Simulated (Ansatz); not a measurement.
A computed series for TiSi2: pressure series

Start from TiSi₂ (space group Fddd, No. 70).

```cif
data_Si4Ti2
_chemical_formula_sum 'Si4 Ti2'
_space_group_name_H-M_alt 'P 1'
_space_group_IT_number 1
_cell_length_a 5.95113
_cell_length_b 4.91059
_cell_length_c 4.78036
_cell_angle_alpha 75.759
_cell_angle_beta 53.110
_cell_angle_gamma 51.131
loop_
_space_group_symop_operation_xyz
  'x, y, z'
loop_
_atom_site_label
_atom_site_type_symbol
_atom_site_fract_x
_atom_site_fract_y
_atom_site_fract_z
_atom_site_occupancy
Si1 Si 0.66301 0.33699 0.66301 1
Si2 Si 0.33699 0.66301 0.33699 1
Si3 Si 0.58699 0.91301 0.58699 1
Si4 Si 0.91301 0.58699 0.91301 1
Ti1 Ti 0.00000 0.00000 0.00000 1
Ti2 Ti 0.25000 0.25000 0.25000 1
```

Cell and atoms are relaxed at each pressure.

All numbers come from PBE in Ansatz (plane waves to 420 eV, PAW, no spin-orbit coupling), earlier PAW set.

```
pressure (GPa)  volume per atom (Å³/atom)
--------------  -------------------------
0                                  14.176
3                                  13.889
7                                  13.549
15                                      ?
30                                 12.156
50                                 11.354
75                                 10.613
```

Problem. Fit the third-order Birch–Murnaghan form P(V) = (3B₀/2)[(V₀/V)^(7/3) − (V₀/V)^(5/3)]·[1 + (3/4)(B₀′ − 4)((V₀/V)^(2/3) − 1)] (squares taken in P) to the rows shown and predict the withheld row.

Solution. Least squares on the printed values gives V₀ = 14.173 Å³/atom, B₀ = 142 GPa, B₀′ = 4.1; this predicts 12.980 Å³/atom, and the run gives 12.977 Å³/atom, 0.003 lower.

Load acts through the strain it causes; cell and atoms are relaxed under it. No phonon test of stability was made. No other phases were tried under pressure. All final runs are without spin polarisation.

Ansatz is a program for electronic structure.
